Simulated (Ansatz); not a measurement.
Functionals compared on the (21-30) surface of hcp Zr in its 1x1 cell, outermost plane spacing 0.35 Å in the ideal cut, in Ansatz (plane waves, PAW). The structure was relaxed with PBE; the other rows are single points on it, each with its references at the same level. Cutoff 420 eV (500 eV for r2SCAN).

Set-up: 20 atoms, 9.9 Å thick at the start (thin: gaps and levels are the slab's own); mesh 7x5x1; 0.1 eV smearing; dipole correction on; all atoms relaxed; held to the start's symmetry, so lower structures may exist; no spin, no spin-orbit, no U. These notes are the PBE run's.

| functional | surface energy (J/m²) | work function of the top face (eV) | rough cost of the single point |
|---|---|---|---|
| PBE | 1.70 | 3.34 | – |
| LDA | 1.93 | 3.59 | about 2.7 core-minutes (a rough figure) |
| PBEsol | 1.87 | 3.41 | very roughly 3 core-minutes |
| RPBE | 1.58 | 3.21 | about 3 core-minutes (a rough figure) |
| r2SCAN | ? | ? | around 6 core-minutes (rough) |

Question: Complete the blanks.

Answer: 
- r2SCAN, surface energy (J/m²): 1.82
- r2SCAN, work function of the top face (eV): 3.32

Ansatz is a program for electronic structure.
